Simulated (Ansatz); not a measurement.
The parent structure is W in the bcc (W type) structure (space group Im-3m, No. 229; relaxed with 0.1 eV smearing).

```
CELL_PARAMETERS angstrom
     -1.59190     1.59190     1.59190
      1.59190    -1.59190     1.59190
      1.59190     1.59190    -1.59190
ATOMIC_POSITIONS crystal
  W  0.00000 0.00000 0.00000
```

Calculations: Ansatz (a program for electronic structure), PBE, PAW, cutoff 420 eV, spin-orbit coupling left out.

Before the change:

```
Item       Result
--------  -------
Pressure  0.0 GPa
Band gap     zero
```

The change: every lattice vector is shortened by 1.50 %; the atoms relax in the strained cell.

What does the calculation give for the pressure, band gap and energy relative to the base after the change?

The pressure goes from zero to 15.1 GPa; the band gap is still zero; the energy grows by 32 meV/atom.

Stability against distortions was not tested. All final runs are without spin polarisation.
